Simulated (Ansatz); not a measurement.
### Question
Name crystals whose hole conductivity mass lies between 1.98 and 3.1 mₑ and whose Seebeck coefficient, p-type 1e19 cm⁻³ lies between 320 and 500 μV/K, by PBEsol with spin-orbit coupling, rigid bands run with Ansatz (a quantum-chemistry and plane-wave program).

### Answer
Many crystals can fit; among those computed here:
- HgF₂ (Fm-3m): 2.5 mₑ, 402 μV/K
- RbBr (Fm-3m): 2.6 mₑ, 474 μV/K
- CsBr (Pm-3m): 2.1 mₑ, 437 μV/K
- KBr (Fm-3m): 2.5 mₑ, 451 μV/K

Masses are for dilute carriers at 300 K, harmonic means over directions unless an axis is named. Seebeck coefficients are for the stated density at 300 K, with one relaxation time for all states and whether or not that doping can be reached.

Formula and space group known from diffraction (Crystallography Open Database), not checked to be the room-temperature form: HgF2 (Fm-3m), RbBr (Fm-3m).
